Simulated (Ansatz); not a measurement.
**ZrP under a change: pressure 3 GPa**

Start from ZrP (space group P6_3/mmc, No. 194; a = 3.662 Å, c = 12.484 Å; a cell from a computed database, its experimental status unchecked).

One thing is altered: cell and atoms relaxed at a pressure of 3 GPa.

All numbers come from PBEsol (Ansatz, a quantum-chemistry and plane-wave program; PAW; 420 eV plane waves; no SOC). Γ-centred 15×15×4 mesh, Fermi–Dirac width 0.05 eV.

```json
[
 {"quantity": "volume per atom", "base": "18.12 Å³", "changed": "17.77 Å³", "shift": "-0.35 Å³"},
 {"quantity": "density", "base": "5.60 g/cm³", "changed": "5.71 g/cm³", "shift": "+0.11 g/cm³"},
 {"quantity": "lattice parameter a", "base": "3.662 Å", "changed": "3.635 Å", "shift": "-0.027 Å"},
 {"quantity": "c/a ratio", "base": "3.409", "changed": "3.417", "shift": "+0.008"},
 {"quantity": "shortest interatomic distance", "base": "2.561 Å", "changed": "2.545 Å", "shift": "-0.016 Å"},
 {"quantity": "enthalpy H = E + PV relative to the base's energy", "base": "–", "changed": "+0.34 eV/atom", "shift": "–"},
 {"quantity": "band gap", "base": "zero", "changed": "zero", "shift": "–"}
]
```

Final structure:

```
ZrP
1.0
    3.63507     0.00000     0.00000
   -1.81754     3.14807     0.00000
    0.00000     0.00000    12.42188
Zr P
4 4
Direct
  0.33333   0.66667   0.38410
  0.66667   0.33333   0.61590
  0.66667   0.33333   0.88410
  0.33333   0.66667   0.11590
  0.66667   0.33333   0.25000
  0.33333   0.66667   0.75000
  0.00000   0.00000   0.50000
  0.00000   0.00000   0.00000
```

Load acts through the strain it causes; cell and atoms are relaxed under it. Stability against distortions was not tested. All final runs are without spin polarisation.
